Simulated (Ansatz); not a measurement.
# A computed series for ZnS: response to strain

The parent structure is ZnS in the zinc blende structure (space group F-43m, No. 216).

```yaml
crystal:
  lattice:
    - [0.00000, 2.69455, 2.69455]
    - [2.69455, 0.00000, 2.69455]
    - [2.69455, 2.69455, 0.00000]
  atoms:
    - { symbol: Zn, position: [0.00000, 0.00000, 0.00000] }
    - { symbol: S, position: [0.25000, 0.25000, 0.25000] }
```

Cartesian axes are those of the cell as printed.

Strains are applied to the cell and any free atomic positions relax; under biaxial strain the out-of-plane vector relaxes too.

Method: r2SCAN/PAW in Ansatz (an electronic-structure program), no SOC.

Notes on the quantities. energy relative to the base: free energy F.

```json
[
 {"case": "base", "energy relative to the base": "0 meV/atom", "ratio −ε⊥/ε∥": "–", "shortest interatomic distance": "2.334 Å", "electron mass": "0.19 mₑ (at Γ)"},
 {"case": "biaxial strain −3.00 %, plane normal [001], relaxed out of plane", "energy relative to the base": "+11 meV/atom", "ratio −ε⊥/ε∥": "1.16", "shortest interatomic distance": "2.315 Å", "electron mass": "0.20 mₑ (at Γ)"},
 {"case": "biaxial strain −2.50 %, plane normal [001], relaxed out of plane", "energy relative to the base": "+7.7 meV/atom", "ratio −ε⊥/ε∥": "1.17", "shortest interatomic distance": "2.318 Å", "electron mass": "0.20 mₑ (at Γ)"},
 {"case": "biaxial strain −2.00 %, plane normal [001], relaxed out of plane", "energy relative to the base": "+4.9 meV/atom", "ratio −ε⊥/ε∥": "1.17", "shortest interatomic distance": "2.321 Å", "electron mass": "0.20 mₑ (at Γ)"},
 {"case": "biaxial strain −1.50 %, plane normal [001], relaxed out of plane", "energy relative to the base": "+2.7 meV/atom", "ratio −ε⊥/ε∥": "1.18", "shortest interatomic distance": "2.324 Å", "electron mass": "0.20 mₑ (at Γ)"},
 {"case": "biaxial strain −1.00 %, plane normal [001], relaxed out of plane", "energy relative to the base": "+1.2 meV/atom", "ratio −ε⊥/ε∥": "1.18", "shortest interatomic distance": "2.327 Å", "electron mass": "0.19 mₑ (at Γ)"},
 {"case": "biaxial strain −0.50 %, plane normal [001], relaxed out of plane", "energy relative to the base": "+0.3 meV/atom", "ratio −ε⊥/ε∥": "–", "shortest interatomic distance": "___", "electron mass": "0.19 mₑ (at Γ)"}
]
```

Problem. Fill in the withheld entries from the trend.

Solution. 
- biaxial strain −0.50 %, plane normal [001], relaxed out of plane, shortest interatomic distance: 2.330 Å

The levels and masses belong to the bands next to the band gap. Effective masses come from finite differences of ±0.01 Å⁻¹. No phonon test of stability was made.
